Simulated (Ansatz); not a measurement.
Response to strain in BaHfO3

Start from BaHfO3 in the cubic perovskite structure (space group Pm-3m, No. 221; a = 4.1575 Å).

Strains are applied to the cell and any free atomic positions relax.

The values are results of PBEsol, PAW, 420 eV (Ansatz, an electronic-structure program; no SOC), not measurements.

Notes on the quantities. energy relative to the base: free energy F.

```csv
case,band gap,pressure,energy relative to the base,volume per atom
base,3.58 eV,0.00 GPa,0 meV/atom,14.37 Å³
isotropic strain +0.60 %,3.55 eV,-2.92 GPa,+2.4 meV/atom,14.63 Å³
isotropic strain +1.20 %,3.51 eV,-5.59 GPa,+9.4 meV/atom,14.90 Å³
isotropic strain +1.80 %,3.48 eV,-8.04 GPa,+21 meV/atom,15.16 Å³
isotropic strain +2.40 %,3.44 eV,-10.28 GPa,+36 meV/atom,15.43 Å³
isotropic strain +3.00 %,3.41 eV,-12.32 GPa,+56 meV/atom,15.71 Å³
```

With Hf present, leaving out spin-orbit coupling can change the band edges. Whether these cells are dynamically stable was not tested.
